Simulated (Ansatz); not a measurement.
Output of an Ansatz run (abridged):

```
WARN ansatz: RAYON_NUM_THREADS=1 ignored (pool sized by the plan → 1); use --threads N
basis.fft_grid_basis auto: the FFT boxes are laid along the combinations [[1, 1, 0], [0, 1, 0], [0, 0, 1]] of the cell's own vectors, 4.253, 8.586 and 4.104 Å …
Pseudopotentials: kind: paw
Pseudopotential: La, paw, valence charge 11
Pseudopotential: Co, paw, valence charge 17
Pseudopotential: Si, paw, valence charge 4
Crystal: 8 atoms, lattice volume = 145.207 Å³
Basis set: ecut = 420 eV, 2821 PW (Γ), FFT grids on a1+a2, a2, a3
Bands: 44, of which v1, the nominal top of the filled ones, is band 36 counted from 1 (35 counted from 0)
Symmetry: 8 space group operations
Space group: Cmcm (ITA 63), of the structure as read, at distance tolerance 5.3e-5 Å
k-points: 52 of 216
PAW frozen core: La, regenerated for the run's functional, and the local potential with it
PAW frozen core: Co, regenerated for the run's functional, and the local potential with it
PAW frozen core: Si, regenerated for the run's functional, and the local potential with it
Initial density: superposition of atomic densities (neutral atoms: chi_scale 0, normalization atom), corrected by the library's trained network
Initial wavefunctions: pseudopotential atomic-orbital guess
Eigensolver: davidson
Functional: x = slater, c = lda
SCF iter   1: F=—  HF=-24718.710774 eV  |F-HF|=—  |Δ(HF+E_count)|=         —  Δρ=5.97e-3  dr2=1.30e-1  ethr=1.77e-3  ⟨swp⟩=7.1  Hψ=9914  notcnv=0
all-band conjugate gradients solve this SCF's bands
preconditioner: auto → Kerker (q_TF=auto, 2.427 Å⁻¹)
SCF iter   2: F=—  HF=-24718.699045 eV  |F-HF|=—  |Δ(HF+E_count)|=   1.17e-2  Δρ=3.40e-3  dr2=5.27e-2  ethr=1.81e-4  ⟨swp⟩=2.5  Hψ=3827  notcnv=0  defer=136
SCF iter   3: F=—  HF=-24718.691056 eV  |F-HF|=—  |Δ(HF+E_count)|=   7.99e-3  Δρ=2.16e-3  dr2=7.31e-3  ethr=7.32e-5  ⟨swp⟩=2.5  Hψ=3735  notcnv=0  defer=136
SCF iter   4: F=—  HF=-24718.690428 eV  |F-HF|=—  |Δ(HF+E_count)|=   6.28e-4  Δρ=3.57e-4  dr2=2.59e-4  ethr=1.02e-5  ⟨swp⟩=2.0  Hψ=3169  notcnv=0  defer=136
SCF iter   5: F=—  HF=-24718.690382 eV  |F-HF|=—  |Δ(HF+E_count)|=   4.62e-5  Δρ=1.56e-4  dr2=6.65e-5  ethr=3.59e-7  ⟨swp⟩=2.0  Hψ=3065  notcnv=0  defer=136
SCF iter   6: F=—  HF=-24718.690366 eV  |F-HF|=—  |Δ(HF+E_count)|=   1.64e-5  Δρ=4.15e-5  dr2=3.16e-6  ethr=9.23e-8  ⟨swp⟩=2.1  Hψ=3072  notcnv=0  defer=136
SCF iter   7: F=—  HF=-24718.690365 eV  |F-HF|=—  |Δ(HF+E_count)|=   5.18e-7  Δρ=1.95e-5  dr2=3.84e-7  ethr=4.39e-9  ⟨swp⟩=2.4  Hψ=3761  notcnv=0  defer=136
SCF iter   8: F=-24718.690365 eV  HF=-24718.690365 eV  |F-HF|=2.40e-8  |Δ(HF+E_count)|=   6.76e-8  Δρ=5.52e-6  dr2=3.71e-8  ethr=1.39e-10  ⟨swp⟩=13.8  Hψ=12675  notcnv=0
SCF 1 converged in 8 iterations: F = -24718.690365 eV  dr2 = 3.71e-8
SCF converged after 8 iterations
Free energy (F): -24718.690365 eV
Harris-Foulkes:  -24718.690365 eV  (|F-HF|=2.40e-8)
Internal energy: -24718.663670 eV  (E = F + TS)
E sigma→0 (E₀):  -24718.677017 eV
Entropy (-TS):   -0.026695 eV (-3.337 meV/atom)
Fermi energy:    11.851478 eV
--- Per-component energies (eV) ---
  E_band       = -646.419930
  E_kinetic    = 1466.631334
  E_local      = -10078.464240  (includes V_loc(G=0)·N_el)
  E_nonlocal   = 1224.238339
  E_hartree    = 4385.645152
  E_xc         = -816.667168
  E_vxc        = -899.776074  (∫ρ·V_xc dr)
  E_paw        = -15339.983857  (= ΣΔE_a)
  E_vpaw       = -1130.361057  (= ΣTr[D̂ρ^β])
  E_aug_tail   = 0.000044  (compensation charges beyond the density's cutoff)
  E_ewald      = -5561.882530
  E_core_change = 1.819257  (= ΣΔE_core)
  E_smearing   = -0.026695  (= −TS)
  E_closure    = 0.000000  (closes the sum)
  Σ components = -24718.690365   (vs F -24718.690365, Δ=0.00e0)
--- Forces (eV/Å), atoms counted from 1 ---
  atom   1  La     0.00000000    -0.11617443     0.00000000
  atom   2  La     0.00000000     0.11617443     0.00000000
  atom   3  Co     0.00000000     0.06843103     0.00000000
  atom   4  Co     0.00000000    -0.06843103     0.00000000
  atom   5  Si     0.00000000     0.12984546     0.00000000
  atom   6  Si     0.00000000    -0.12984546     0.00000000
  atom   7  Si     0.00000000    -0.04000351     0.00000000
  atom   8  Si     0.00000000     0.04000351     0.00000000
  max |Σ_I F_I| component: 3.47e-17 eV/Å
--- Stress (GPa, compression-positive) ---
       -7.465652       0.000000       0.000000
        0.000000      -7.586893       0.000000
        0.000000       0.000000      -6.777982
  P = ⅓ Tr σ = -7.2768 GPa (-72.768 kbar)
  The stress holds the Pulay correction. Without it, at fixed plane waves, as pw.x and ABINIT print it: P = -7.3377 GPa
--- Band table (eV; the first three rows and the last of 52) ---
  k-point 0: bands = ["-81.7113", "-81.7112", "-45.4409", "-45.4402", "-45.4228", "-45.4218", "-45.4175", "-45.4167", "-20.0858", "-20.0612", "-4.2845", "-3.8379", "-3.7800", "-3.7320", "-3.6853", "-3.6130", "1.5194", "3.0481", "5.4470", "6.4657", [...]
  k-point 1: bands = ["-81.7113", "-81.7112", "-45.4410", "-45.4403", "-45.4227", "-45.4219", "-45.4174", "-45.4167", "-20.0775", "-20.0562", "-4.2341", "-3.8784", "-3.7757", "-3.7640", "-3.7546", "-3.7223", "1.8153", "3.1878", "5.6547", "5.9531", [...]
  k-point 2: bands = ["-81.7112", "-81.7112", "-45.4410", "-45.4407", "-45.4225", "-45.4220", "-45.4173", "-45.4169", "-20.0598", "-20.0474", "-4.1356", "-4.0760", "-3.9894", "-3.8461", "-3.7293", "-3.7052", "2.5928", "3.6250", "4.8323", "5.4503", [...]
  k-point 51: bands = ["-81.7112", "-81.7112", "-45.4409", "-45.4409", "-45.4222", "-45.4222", "-45.4171", "-45.4171", "-20.0469", "-20.0469", "-4.2219", "-4.2219", "-3.8886", "-3.8886", "-3.7042", "-3.7042", "3.5988", "3.5988", "4.4397", "4.4397", [...]
```

The structure:

```xyz
8
Lattice="2.1263 -8.3189 0.0000 2.1263 8.3189 0.0000 0.0000 0.0000 4.1045" Properties=species:S:1:pos:R:3 pbc="T T T"
La     2.1263    -1.8065     3.0784
La     2.1263     1.8065     1.0261
Co     2.1263    -5.2981     3.0784
Co     2.1263     5.2981     1.0261
Si     2.1263    -7.5916     3.0784
Si     2.1263     7.5916     1.0261
Si     2.1263     4.1666     3.0784
Si     2.1263    -4.1666     1.0261
```

Problem. Reconstruct the input of this run.

Solution. Other spellings and defaults could give the same log, and not every line can be read from it. The input that was run (DFT, LDA (PW92), plane waves, default PAW files made with PBE):

Ansatz 0.2 input:
```yaml
crystal:
  lattice:
    - [2.126344, -8.318877, 0.000000]
    - [2.126344, 8.318877, 0.000000]
    - [0.000000, 0.000000, 4.104500]
  atoms:
    - { symbol: La, position_ang: [2.126344, -1.806527, 3.078375] }
    - { symbol: La, position_ang: [2.126344, 1.806527, 1.026125] }
    - { symbol: Co, position_ang: [2.126344, -5.298126, 3.078375] }
    - { symbol: Co, position_ang: [2.126344, 5.298126, 1.026125] }
    - { symbol: Si, position_ang: [2.126344, -7.591641, 3.078375] }
    - { symbol: Si, position_ang: [2.126344, 7.591641, 1.026125] }
    - { symbol: Si, position_ang: [2.126344, 4.166593, 3.078375] }
    - { symbol: Si, position_ang: [2.126344, -4.166593, 1.026125] }
basis:
  ecutwfc: 420.0
kpoints:
  mp_grid: { grid: [6, 6, 6] }
hamiltonian:
  xc: lda
  pseudopotentials: { kind: paw }
scf:
  occupations: { method: gaussian, width: 0.1 }
output:
  forces: true
  eigenvalues: true
  stress: true
```

The starting cell comes from a database of computed structures (which also holds hypothetical and non-ambient phases and stackings), without a prior relaxation at this level. Its lattice was rescaled by up to half a per cent. Spin polarisation is off. With a pressure of about -7 GPa the cell is away from its equilibrium volume at this level. Ansatz's pressure includes its estimate of the finite-basis (Pulay) stress.

Ansatz is an electronic-structure program.
